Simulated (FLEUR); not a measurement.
FLEUR run on LaPd2 (I4/mmm, 3 atoms in the cell): self-consistent single point.

Computed with LDA (Perdew-Zunger), all-electron FLAPW (FLEUR), scalar-relativistic valence.

```xyz
3
Lattice="-1.9748 1.9748 4.4069 1.9748 -1.9748 4.4069 1.9748 1.9748 -4.4069" Properties=species:S:1:pos:R:3 pbc="T T T"
La     0.0000     0.0000     0.0000
Pd     0.0000     1.9748     2.2034
Pd     1.9748     0.0000     2.2034
```

Reference input (self-consistent single point, DFT, PBEsol, all-electron FLAPW (FLEUR), scalar-relativistic valence): Kmax = 4.1 1/bohr; GmaxXC = 16.4 1/bohr; xcFunctional = PBEs; jspins = 1; l_soc = F; mode = hist; fermiSmearingEnergy = 0.00367493 Htr; mesh (inpgen div1-3) = 9 9 9; inpgen gamma flag = false; Gmax = 16.4 1/bohr; numbands = 0; maxIterBroyd = 99. This run's input differs from it in these lines:

```diff
@@ -15,3 +15,3 @@
 &comp jspins=1 /
-&exco xctyp='PBEs' /
+&exco xctyp='pz' /
 &kpt div1=9 div2=9 div3=9 /
@@ -28,3 +28,3 @@
       <coreElectrons ctail="T" frcor="F" kcrel="0" coretail_lmax="0"/>
-      <xcFunctional name="PBEs" relativisticCorrections="F"/>
+      <xcFunctional name="pz" relativisticCorrections="F"/>
       <magnetism jspins="1"/>
```

Output (repeated stretches shortened):

```
 Iteration:     1   Distance:      10.56979944 me/bohr^3
 Iteration:     2   Distance:       8.63238937 me/bohr^3
 Iteration:     3   Distance:       4.31967946 me/bohr^3
 Iteration:     4   Distance:       3.19724100 me/bohr^3
 Iteration:     5   Distance:       2.09633777 me/bohr^3
   [... 8 lines left out ...]
 Iteration:    14   Distance:       0.00043038 me/bohr^3
 Iteration:    15   Distance:       0.00002237 me/bohr^3
 Iteration:    16   Distance:       0.00001595 me/bohr^3
 Iteration:    17   Distance:       0.00000222 me/bohr^3
 Run finished successfully
 Stop message:
   Structural relaxation: Done

[file out, last iteration]
             iter=     18
[...]
          total density-effective poten   -3.0867981478E+04
          total charge density-energy d   -4.7657041887E+02
 Updated energy parameters for spin:           1
[...]
 fermi energy and band-weighting factors:
    0.560761

[...]
FERMIE:
          first approx. to ef    (T=0)  :   0.371041 htr   (energy of the highest occ. eigenvalue)
          number of occ. states  (T=0)  :       1612
          first approx. to seigv (T=0)  : -14.430676 htr
          sum of weights of occ. states :  21.511660
          sum of semicore charge        :   0.000000 e
FERHIS:  Fermi-Energy by histogram:
          bandgap                     :   0.000275 htr
   [... lines left out ...]
          charge neutrality (T=0)     :   0.023320    (zero if the highest occ. eigenvalue is "entirely" occupied)
     EF_NEWTON:  Adjust Fermi-Energy by Newton-Method.
 Direct bandgap for spin            1 :    5.5702731642816028E-003  Htr
 ---->    free energy=                    -18576.0011305812 htr
   [... lines left out ...]
      extrapolation for T->0
 ---->    total electron energy=          -18576.0000203383 htr
 ***** TOTAL FORCES ON ATOMS *****
 TOTAL FORCE FOR ATOM TYPE=  1  X=  0.000   Y=  0.000   Z=  0.000
                       FX_TOT= 0.000000 FY_TOT= 0.000000 FZ_TOT= 0.000000
 TOTAL FORCE FOR ATOM TYPE=  2  X=  3.732   Y=  0.000   Z= -4.164
                       FX_TOT= 0.000000 FY_TOT= 0.000000 FZ_TOT= 0.000000
 Structural relaxation: Done
```

The run converged in 17 iterations. FLEUR gives forces in its relaxation mode, with a further iteration, so its stop message speaks of a relaxation. 

The starting cell comes from a database of computed structures (which also holds hypothetical and non-ambient phases and stackings), without a prior relaxation at this level. Its lattice was rescaled by a random factor within 2.5 % of one. Spin polarisation is off. Values depend on the basis (sphere radii, cutoffs, local orbitals), which need not be converged. The log's line on a gap gives a spacing of levels on this mesh, which the program prints for metals too.

Cost on one core of a shared machine: roughly 4 min.
